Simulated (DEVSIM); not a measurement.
System: Pt/AlN/SiO2/n-Si capacitor, at 400 K.

| layer (left to right) | material | thickness (nm) | Nd (cm⁻³) |
|---|---|---|---|
| 1 | AlN | 6.00 | - |
| 2 | SiO2 | 0.980 | - |
| 3 | Si | 6200 | 8.5e15 |

Metal gate on the left, work function 5.6 eV. Fixed charge at the semiconductor interface -2.3e10 cm⁻² (in units of +e); no interface traps.

Constants are typed, rounded textbook-type inputs, not results; the design itself was drawn at random and stands for no fabricated device. Values at 300 K; Nc and Nv go as T^1.5, mobilities as T to minus their exponent, the gap by Varshni's rule with the affinity fixed.

| parameter | AlN | SiO2 | Si |
|---|---|---|---|
| gap (eV) | 6.1 | 9 | 1.124 |
| affinity (eV) | 1.9 | 0.9 | 4.05 |
| permittivity | 8.5 | 3.9 | 11.7 |
| Nc (cm⁻³) | - | - | 2.86e19 |
| Nv (cm⁻³) | - | - | 3.1e19 |
| Varshni α (eV/K) | - | - | 0.000473 |
| Varshni β (K) | - | - | 636 |

Model (solved in DEVSIM): 1D Poisson equation in equilibrium, Boltzmann statistics, complete ionisation; no quantum confinement or tunnelling. Metal contacts follow the ideal Schottky-Mott rule: no Fermi-level pinning, no interface dipoles.

Problem. Tabulate band edges, carrier densities and field at 0.9 V on the gate.

Solution. Energies count from the Fermi level of the right contact; mesh points crowd at the junctions.

```
x (μm)    Ec (eV)  Ev (eV)  n (cm⁻³)  p (cm⁻³)  field (V/cm)
--------  -------  -------  --------  --------  ------------
0.000       2.800   -3.300     < 1e2     < 1e2        -33000
0.001359    2.796   -3.304     < 1e2     < 1e2        -33000
0.003570    2.788   -3.312     < 1e2     < 1e2        -33000
0.005372    2.782   -3.318     < 1e2     < 1e2        -33000
0.006506    3.776   -5.224     < 1e2     < 1e2        -73000
0.007341    0.622   -0.475    6.4e11    5.0e13        -28000
0.009493    0.616   -0.481    7.7e11    4.2e13        -27000
0.01785     0.593   -0.503    1.5e12    2.2e13        -26000
0.03485     0.551   -0.546    5.1e12    6.3e12        -24000
0.07354     0.467   -0.629    5.8e13    5.6e11        -19000
0.1693      0.342   -0.754    2.2e15    1.5e10         -7500
0.5410      0.295   -0.802    8.5e15     3.8e9           ≈ 0
1.298       0.295   -0.802    8.5e15     3.8e9           ≈ 0
3.107       0.295   -0.802    8.5e15     3.8e9           ≈ 0
5.228       0.295   -0.802    8.5e15     3.8e9           ≈ 0
5.802       0.295   -0.802    8.5e15     3.8e9           ≈ 0
6.040       0.295   -0.802    8.5e15     3.8e9           ≈ 0
6.138       0.295   -0.802    8.5e15     3.8e9           ≈ 0
6.187       0.295   -0.802    8.5e15     3.8e9           ≈ 0
6.199       0.295   -0.802    8.5e15     3.8e9           ≈ 0
6.204       0.295   -0.802    8.5e15     3.8e9           ≈ 0
6.207       0.295   -0.802    8.5e15     3.8e9           ≈ 0
```
